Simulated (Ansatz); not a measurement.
## Hypothetical rutile WSe2, response to strain

Consider WSe₂ in the rutile structure (space group P4_2/mnm, No. 136; a = 6.1446 Å, c = 3.4022 Å; a hypothetical phase, not in the database extracts checked). Axes: x, y, z lie along a, b, c of the conventional cell.

Strains are applied to the cell and any free atomic positions relax; under biaxial strain the out-of-plane vector relaxes too.

Calculations: r2SCAN (Ansatz, a quantum-chemistry and plane-wave program; PAW; 500 eV plane waves; no SOC).

Notes on the quantities. pressure: mean of the normal stresses, compression positive.

```csv
case,pressure,shortest interatomic distance
base,0.0 GPa,2.497 Å
"biaxial strain −1.97 %, plane normal [001], relaxed out of plane",3.0 GPa,2.464 Å
"biaxial strain −0.72 %, plane normal [001], relaxed out of plane",1.1 GPa,2.484 Å
"biaxial strain +4.73 %, plane normal [001], relaxed out of plane",-6.2 GPa,2.544 Å
isotropic strain −3.97 %,20.1 GPa,2.372 Å
isotropic strain −1.04 %,4.2 GPa,2.462 Å
isotropic strain −0.31 %,1.2 GPa,2.486 Å
uniaxial strain ε_zz = −3.31 %,3.8 GPa,2.470 Å
uniaxial strain ε_zz = +1.14 %,-1.2 GPa,2.506 Å
uniaxial strain ε_zz = +2.60 %,-2.6 GPa,2.517 Å
```

Without a gap, meshes like the base's 8×8×14 leave anisotropic stresses uncertain by several tenths of a GPa, and small strain energies with them. No phonon test of stability was made. All final runs are without spin polarisation. WSe2 has a high density of states at the Fermi level and may be magnetic at this level.
